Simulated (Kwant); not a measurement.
Computed with Kwant: one-band effective-mass tight-binding model in one dimension, coherent, no space charge, current by the Tsu-Esaki formula.

Device: In0.53Ga0.47As/InP stack with 1 barrier. One parabolic valley. Leads of mass 0.041 mₑ with the band edge at 0; grid 0.1 nm; bias swept from 0.01 to 0.44931 V, dropping linearly over the stack. Emitter Fermi level 0.045 eV, 77 K, equal in the collector.

```json
[
 {"layer": "1", "thickness (nm)": "6.1", "band offset (eV)": "0.25", "mass (mₑ)": "0.08"}
]
```

The device is made up for the run: typed textbook-type constants, with dimensions and the other settings drawn at random.

Sweep values stay those of the base run.

One input was changed, with this effect: J at bias = 0.3310 V 9030 → 45600 A/cm²; J at bias = 0.1114 V 1120 → 4840 A/cm²; J at bias = 0.4493 V 35300 → 157000 A/cm²; J at bias = 0.2297 V 3300 → 15700 A/cm².

Question: Which change was it?
(A) thickness of the first barrier 6.1 → 8.5 nm
(B) height of the first barrier 0.25 → 0.3 eV
(C) Fermi level in the emitter 0.045 → 0.034 eV
(D) mass in the first barrier 0.08 → 0.1 mₑ
(E) temperature 77 → 300 K

Answer: E, temperature 77 → 300 K
